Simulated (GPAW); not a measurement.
**Input and output of a self-consistent single point for NbCoO₄ (C2/m, 12 atoms in the cell) (GPAW)**

Computed with PBEsol, GPAW PAW datasets PBEsol (made by gpaw-setup) (plane waves; GPAW).

Input:

```python
from ase import Atoms
from ase.dft.kpoints import monkhorst_pack
from ase.units import GPa
from gpaw import GPAW, PW

atoms = Atoms(['Nb', 'Nb', 'Co', 'Co', 'O', 'O', 'O', 'O', 'O', 'O', 'O', 'O'],
              cell=[[6.128865, -1.920295, 0.000000],
                    [6.128865, 1.920295, 0.000000],
                    [-2.011849, 0.000000, 6.235056]],
              scaled_positions=[[0.104780, 0.104780, 0.238020],
                                [0.895220, 0.895220, 0.761980],
                                [0.795920, 0.795920, 0.171900],
                                [0.204080, 0.204080, 0.828100],
                                [0.942980, 0.942980, 0.136220],
                                [0.057020, 0.057020, 0.863780],
                                [0.737210, 0.737210, 0.862740],
                                [0.262790, 0.262790, 0.137260],
                                [0.141630, 0.141630, 0.527620],
                                [0.858370, 0.858370, 0.472380],
                                [0.644070, 0.644070, 0.201630],
                                [0.355930, 0.355930, 0.798370]],
              pbc=True)

calc = GPAW(mode=PW(900),
            xc='PBEsol',
            kpts=monkhorst_pack((5, 5, 3)) + [0.5 / 5, 0.5 / 5, 0.5 / 3],
            occupations={'name': 'fixed-uniform'},
            nbands=-4,
            convergence={'bands': -2},
            symmetry={'symmorphic': False, 'tolerance': 0.0005},
            maxiter=150,
            txt='-')

atoms.calc = calc

energy = atoms.get_potential_energy()
print('Energy (eV):', round(energy, 6))
forces = atoms.get_forces()
print('Forces (eV/Ang):')
print(forces.round(5))
stress = atoms.get_stress()
print('Stress (GPa, Voigt):', (stress / GPa).round(4))
```

Log, with long lists cut:

```
Input parameters:
  convergence: {bands: -2}
  kpts: [[-0.3        -0.3        -0.16666667],
         [-0.3        -0.3         0.16666667],
         [-0.3        -0.3         0.5       ],
         ...,
         [ 0.5         0.5        -0.16666667],
         [ 0.5         0.5         0.16666667],
         [ 0.5         0.5         0.5       ]]
  maxiter: 150
  mode: {ecut: 900.0000000000001,
         name: pw}
  nbands: -4
  occupations: {name: fixed-uniform}
  symmetry: {symmorphic: False,
             tolerance: 0.0005}
  xc: PBEsol

species:
  Nb:
    name: Niobium
    Z: 41.0
    valence: 13
    core: 28
    charge: 0.0
    file: Nb.PBEsol.gz

    # Using partial waves for Nb as LCAO basis

  Co:
    name: Cobalt
    Z: 27.0
    valence: 9
    core: 18
    charge: 0.0
    file: Co.PBEsol.gz

    # Using partial waves for Co as LCAO basis

  O:
    name: Oxygen
    Z: 8.0
    valence: 6
    core: 2
    charge: 0.0
    file: O.PBEsol.gz

    # Using partial waves for O as LCAO basis

Reference energy: -299706.680472  # eV

Spin-paired calculation

Convergence criteria:
 Maximum [total energy] change in last 3 cyles: 0.0005 eV / valence electron
 Maximum integral of absolute [dens]ity change: 0.0001 electrons / valence electron
 Maximum integral of absolute [eigenst]ate change: 4e-08 eV^2 / valence electron
 Maximum number of scf [iter]ations: 150

Symmetries present (total): 4
Symmetries with fractional translations: 0
75 k-points: 5 x 5 x 3 Monkhorst-Pack grid + [1/10,1/10,1/6]
24 k-points in the irreducible part of the Brillouin zone
       k-points in crystal coordinates                weights
   0:     0.10000000   -0.10000000    0.16666667          4/75
   1:     0.10000000   -0.10000000    0.50000000          2/75
   2:     0.10000000    0.10000000   -0.16666667          2/75
   3:     0.10000000    0.10000000    0.16666667          2/75
   4:     0.10000000    0.10000000    0.50000000          2/75
   5:     0.30000000   -0.30000000    0.16666667          4/75
   6:     0.30000000   -0.30000000    0.50000000          2/75
   7:     0.30000000   -0.10000000   -0.16666667          4/75
   8:     0.30000000   -0.10000000    0.16666667          4/75
   9:     0.30000000   -0.10000000    0.50000000          4/75
          ...
  23:     0.50000000    0.50000000    0.50000000          1/75

Wave functions: Plane wave expansion
  Cutoff energy: 900.000 eV
  Number of coefficients (min, max): 8975, 9034
  Pulay-stress correction: 0.000000 eV/Ang^3 (de/decut=0.000000)

Occupation numbers: # Uniform distribution of occupation numbers

Eigensolver

Densities:
  Coarse grid: 45*45*48 grid
  Fine grid: 90*90*96 grid
  Total Charge: 0.000000

Density mixing:
  Method: separate
  Backend: pulay
  Linear mixing parameter: 0.05
  old densities: 5
  Damping of long wavelength oscillations: 50

Hamiltonian:
  XC and Coulomb potentials evaluated on a 90*90*96 grid
  External potential:
    NoExternalPotential

XC parameters: PBEsol with 2 nearest neighbor stencil

Number of atoms: 12
Number of atomic orbitals: 76
Number of bands in calculation: 50
Number of valence electrons: 92
Bands to converge: 48

Density initialized from atomic densities
  50 bands from LCAO basis set

Atomic positions and initial magnetic moments

Positions:
   0 Nb     0.805505   -0.000000    1.484068    ( 0.0000,  0.0000,  0.0000)
   1 Nb     9.440376    0.000000    4.750988    ( 0.0000,  0.0000,  0.0000)
   2 Co     9.410336    0.000000    1.071806    ( 0.0000,  0.0000,  0.0000)
   3 Co     0.835545    0.000000    5.163250    ( 0.0000,  0.0000,  0.0000)
   4 O     11.284740    0.000000    0.849339    ( 0.0000,  0.0000,  0.0000)
   5 O     -1.038859   -0.000000    5.385717    ( 0.0000,  0.0000,  0.0000)
   6 O      7.300819   -0.000000    5.379232    ( 0.0000,  0.0000,  0.0000)
   7 O      2.945062   -0.000000    0.855824    ( 0.0000,  0.0000,  0.0000)
   8 O      0.674571    0.000000    3.289740    ( 0.0000,  0.0000,  0.0000)
   9 O      9.571310    0.000000    2.945316    ( 0.0000,  0.0000,  0.0000)
  10 O      7.489187    0.000000    1.257174    ( 0.0000,  0.0000,  0.0000)
  11 O      2.756694   -0.000000    4.977882    ( 0.0000,  0.0000,  0.0000)

Unit cell:
           periodic     x           y           z      points  spacing
  1. axis:    yes    6.128865   -1.920295    0.000000    45     0.0811
  2. axis:    yes    6.128865    1.920295    0.000000    45     0.0811
  3. axis:    yes   -2.011849    0.000000    6.235056    48     0.1299

  Lengths:   6.422657   6.422657   6.551600
  Angles:  107.039497 107.039497  34.793618

Effective grid spacing dv^(1/3) = 0.1147

     iter     time        total  log10-change:
                         energy   eigst   dens
iter:   1 --:--:--  -124.160549   +0.36
iter:   2 --:--:--  -119.015278   -0.75  -0.92
iter:   3 --:--:--  -107.066280   +0.68  -0.97
iter:   4 --:--:--  -108.036207   -0.94  -1.36
iter:   5 --:--:--  -108.251966   -1.28  -1.35
iter:   6 --:--:--  -109.796925   +0.30  -1.37
iter:   7 --:--:--  -109.406791   -0.69  -1.57
iter:   8 --:--:--  -110.523440   -0.56  -1.52
iter:   9 --:--:--  -107.233457   +0.12  -1.41
iter:  10 --:--:--  -107.526157   -0.80  -2.11
iter:  11 --:--:--  -107.509035   -1.48  -2.10
iter:  12 --:--:--  -107.610107   -1.21  -2.15
iter:  13 --:--:--  -107.574154   -2.24  -2.06
iter:  14 --:--:--  -107.568795c  -2.75  -2.07
iter:  15 --:--:--  -107.488786   -1.12  -2.07
iter:  16 --:--:--  -107.483665   -2.45  -2.32
iter:  17 --:--:--  -107.486442c  -2.99  -2.76
iter:  18 --:--:--  -107.479677c  -2.86  -2.75
iter:  19 --:--:--  -107.480413c  -3.35  -2.94
iter:  20 --:--:--  -107.480401c  -3.42  -3.02
iter:  21 --:--:--  -107.480240c  -3.84  -3.06
iter:  22 --:--:--  -107.479931c  -4.03  -3.19
iter:  23 --:--:--  -107.479827c  -4.81  -3.32
iter:  24 --:--:--  -107.479881c  -4.42  -3.48
iter:  25 --:--:--  -107.479783c  -5.25  -3.63
iter:  26 --:--:--  -107.479756c  -4.84  -3.72
iter:  27 --:--:--  -107.479801c  -4.79  -3.86
iter:  28 --:--:--  -107.479749c  -5.13  -3.75
iter:  29 --:--:--  -107.479756c  -4.85  -3.93
iter:  30 --:--:--  -107.479773c  -4.95  -4.00c
iter:  31 --:--:--  -107.479750c  -5.36  -3.90
iter:  32 --:--:--  -107.479756c  -5.21  -4.30c
iter:  33 --:--:--  -107.479751c  -6.20  -4.16c
iter:  34 --:--:--  -107.479797c  -4.84  -4.20c
iter:  35 --:--:--  -107.479768c  -5.95  -3.87
iter:  36 --:--:--  -107.479755c  -5.78  -3.94
iter:  37 --:--:--  -107.479753c  -6.23  -4.07c
iter:  38 --:--:--  -107.479749c  -5.47  -4.16c
iter:  39 --:--:--  -107.479756c  -5.46  -4.49c
iter:  40 --:--:--  -107.479750c  -5.94  -4.33c
iter:  41 --:--:--  -107.479751c  -6.26  -4.61c
iter:  42 --:--:--  -107.479753c  -5.81  -4.50c
iter:  43 --:--:--  -107.479752c  -7.13  -4.50c
iter:  44 --:--:--  -107.479750c  -6.74  -4.64c
iter:  45 --:--:--  -107.479751c  -6.29  -4.95c
iter:  46 --:--:--  -107.479751c  -7.16  -5.08c
iter:  47 --:--:--  -107.479750c  -7.42c -5.02c

Converged after 47 iterations.

Dipole moment: (0.000000, -0.000000, -0.000000) |e|*Ang

Energy contributions relative to reference atoms: (reference = -299706.680472)

Kinetic:        +51.323918
Potential:      -75.885198
External:        +0.000000
XC:             -83.944881
Entropy (-ST):   +0.000000
Local:           +1.026411
SIC:             +0.000000
--------------------------
Free energy:   -107.479750
Extrapolated:  -107.479750

Showing only first 2 kpts
 Kpt  Band  Eigenvalues  Occupancy
  0    44      4.61077    2.00000
  0    45      4.78168    2.00000
  0    46      5.94375    0.00000
  0    47      6.04696    0.00000

  1    44      4.56538    2.00000
  1    45      4.82059    2.00000
  1    46      5.95102    0.00000
  1    47      5.95389    0.00000

Fermi level: 5.09852

Gap: 0.273 eV
Transition (v -> c):
  (s=0, k=4, n=45, [0.10, 0.10, 0.50]) -> (s=0, k=4, n=46, [0.10, 0.10, 0.50])
No difference between direct/indirect transitions
Energy (eV): -107.47975

Forces in eV/Ang:
  0 Nb   -0.35201    0.00000    0.45873
  1 Nb    0.35201    0.00000   -0.45873
  2 Co    0.23449    0.00000    0.19431
  3 Co   -0.23449    0.00000   -0.19431
  4 O     0.62504    0.00000    0.08684
  5 O    -0.62504    0.00000   -0.08684
  6 O     0.36226    0.00000    0.30027
  7 O    -0.36226    0.00000   -0.30027
  8 O     0.21532    0.00000   -0.95946
  9 O    -0.21532    0.00000    0.95946
 10 O    -0.16335    0.00000    0.07145
 11 O     0.16335    0.00000   -0.07145

Stress tensor:
     0.063695     0.000000     0.001397
     0.000000     0.059029    -0.000000
     0.001397    -0.000000     0.084904
Stress (GPa, Voigt): [10.205   9.4574 13.6032 -0.      0.2239  0.    ]
```

The run converged in 47 iterations. GPAW prints stress with tension positive.

At such cutoffs GPAW's stress carries a finite-basis (Pulay) error, which enters relaxed cells too; its log prints stress with tension positive.

The starting cell comes from a database of computed structures (which also holds hypothetical and non-ambient phases and stackings), without a prior relaxation at this level. Spin polarisation is off, so a magnetic state, if there is one, cannot be reached.

Cost on one core of a shared machine: roughly 20 min.
